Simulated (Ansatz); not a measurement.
Take SnSe (space group Pnma, No. 62; a = 11.492 Å, b = 4.169 Å, c = 4.385 Å; layered, stacked along the Cartesian x axis) as the base.

(Cell as relaxed with PBE-D3(BJ).)

Levels (all Ansatz, a program for electronic structure, PAW, earlier PAW set): PBE-D3(BJ) (420 eV, spin-orbit coupling left out); PBEsol-D3(BJ) (420 eV, without spin-orbit coupling).

Each level relaxes its own structure.

```tsv
base	PBE-D3(BJ)	PBEsol-D3(BJ)
volume per atom	26.26 Å³	24.45 Å³
band gap	0.46 eV	0.21 eV
```

The change: holes 3.0×10^21 cm⁻³, on a uniform background at fixed cell.

```tsv
quantity	PBE-D3(BJ)	PBEsol-D3(BJ)
Fermi level relative to the doped band's edge (positive inside the band; to 0.05 eV)	+0.65 eV	+0.70 eV
largest internal atomic displacement	0.160 Å	0.084 Å
```

PBE-D3(BJ)'s Fermi level from band edge lies 0.05 eV below PBEsol-D3(BJ)'s; PBE-D3(BJ)'s largest internal atomic displacement lies 0.076 Å above PBEsol-D3(BJ)'s. Neither level is exact; PBEsol-D3(BJ) is the comparison here, not a measurement.

Carriers are added with a uniform compensating background; total energy and stress of such cells depend on the potential's zero and are not compared; many-body gap narrowing is missing at this level. Stability against distortions was not tested. The program warned that a D3 coordination switch lies within reach, so dispersion energies are less smooth here. A zero or small gap of SnSe can be the functional's error rather than a property of the material.
